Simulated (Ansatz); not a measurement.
The parent structure is CaF$_{2}$ in the fluorite structure (space group Fm-3m, No. 225).

CaF2 is taken in the cubic space group Fm-3m (No. 225), the fluorite structure, Pearson symbol cF12. Cell: a = 5.421 Å, b = 5.421 Å, c = 5.421 Å, α = 90.00°, β = 90.00°, γ = 90.00°. Ca on 4a is surrounded by 8 F at 2.347 Å (cubic). F on 8c is coordinated by 4 Ca at 2.347 Å (tetrahedral). (Neighbours: up to the widest gap in distance over summed covalent radii, below 1.35, at either atom; cation-cation and far metal-metal contacts left out.)
(The calculation used a cell of 3 atoms; values per cell refer to that cell.)

The values are results of PBEsol (Ansatz, an electronic-structure program; PAW; 420 eV plane waves; no spin-orbit coupling), not measurements.

Before the change:

| Property | Result |
|---|---|
| Lattice parameter a | 5.421 Å |

One thing is altered: a hydrostatic pressure of 30 GPa.

What does the calculation give for the lattice parameter a after the change?

The lattice parameter a falls by 0.3725 Å, from 5.421 Å to 5.048 Å.

Load acts through the strain it causes; cell and atoms are relaxed under it. Whether these cells are dynamically stable was not tested. Competing high-pressure phases were not computed.
